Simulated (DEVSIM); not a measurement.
System: Ni/SiO2/p-Ge capacitor, at 300 K.

Layer 1 from the left is SiO2, thickness (nm) 7.40. Layer 2 from the left is Ge, thickness (nm) 3900, Na (cm⁻³) 2.3e16.

Metal gate on the left, work function 5.1 eV. Fixed charge at the semiconductor interface -7.5e11 cm⁻² (in units of +e); no interface traps.

The device is made up for the run: typed textbook-type constants, with dimensions and the other settings drawn at random. Values at 300 K.

SiO2: gap (eV) 9, affinity (eV) 0.9, permittivity 3.9. Ge: gap (eV) 0.664, affinity (eV) 4, permittivity 16, Nc (cm⁻³) 1.04e19, Nv (cm⁻³) 6e18.

**Question.** Estimate by hand the flat-band voltage, the threshold voltage, and compare with a numerical solution.

**Answer.** 
- Flat-band voltage: C = 0.467 μF/cm², work-function difference 0.580 V; VFB = φms − qNf/C = 0.84 V; numerical 0.84 V.
- Threshold voltage: φF = 0.181 V, depletion charge √(4εqNφF) = 6.15e-8 C/cm²; VT = VFB + 2φF + Qd/C = 1.33 V; numerical 1.33 V.

Model (solved in DEVSIM): 1D Poisson equation in equilibrium, Boltzmann statistics, complete ionisation; no quantum confinement or tunnelling. Metal contacts follow the ideal Schottky-Mott rule: no Fermi-level pinning, no interface dipoles.
